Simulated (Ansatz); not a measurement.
Data:

End structure of a constructed model of the (111) surface of fcc Ir, a pseudomorphic layer of Rh in the host's stacking (bottom of the slab: a bare face, its two planes held):

```xyz
7
Lattice="2.7372 0.0000 0.0000 -1.3686 2.3705 0.0000 0.0000 0.0000 30.0000" Properties=species:S:1:pos:R:3 pbc="T T T"
Ir     0.0000     1.5803     8.1672
Ir     1.3686     0.7902    10.4021
Ir     0.0000     0.0000    12.6138
Ir     0.0000     1.5803    14.8557
Ir     1.3686     0.7902    17.1011
Ir     0.0000     0.0000    19.3125
Rh     0.0000     1.5803    21.4882
```

Slab: 7 atoms, 13.7 Å thick at the start with caps and adatoms (thin: gaps and levels are the slab's own); k 16x16x1, smearing 0.1 eV, dipole-corrected; single point; on the structure that PBE left under its start's symmetry; no spin, no spin-orbit, no U. In PBE it is, or lies within 0.01 eV a 1x1 cell of, the lowest of the 2 structures of its composition computed so far; subsurface sites and larger cells were not tried.

Problem. Estimate the work function of the top face that r2SCAN, at the PBE geometry in Ansatz (an electronic-structure program) returns for this input.

Solution. 5.05 eV
